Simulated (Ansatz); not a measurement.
Cs₂GeF₆ (Fm-3m, No. 225, 9 atoms in the cell; start COD 1010286) was calculated with B3LYP (VWN-RPA form) (plane waves, PAW; Ansatz, a first-principles code).

Numerical settings: plane-wave cutoff 460 eV, 4×4×4 k mesh, Fermi–Dirac smearing 0.01 eV, scalar-relativistic PAW data made under PBE.

Cell (measured lattice):

```
CELL_PARAMETERS angstrom
      0.00000     4.49500     4.49500
      4.49500     0.00000     4.49500
      4.49500     4.49500     0.00000
ATOMIC_POSITIONS crystal
  Cs 0.75000 0.75000 0.75000
  Cs 0.25000 0.25000 0.25000
  Ge 0.00000 0.00000 0.00000
  F  0.80000 0.80000 0.20000
  F  0.20000 0.20000 0.80000
  F  0.80000 0.20000 0.80000
  F  0.20000 0.80000 0.20000
  F  0.20000 0.80000 0.80000
  F  0.80000 0.20000 0.20000
```

Q: Give the computed band gap.

A: 
* **band gap**: 8.99 eV (on the SCF k mesh)

Note: the file's cell can be that of a phase stable at another temperature; cell and atoms aren't relaxed at this level (pressure 2.6 GPa).

Spin–orbit coupling is not included.

The computed numbers hold no vibrational or temperature effects.
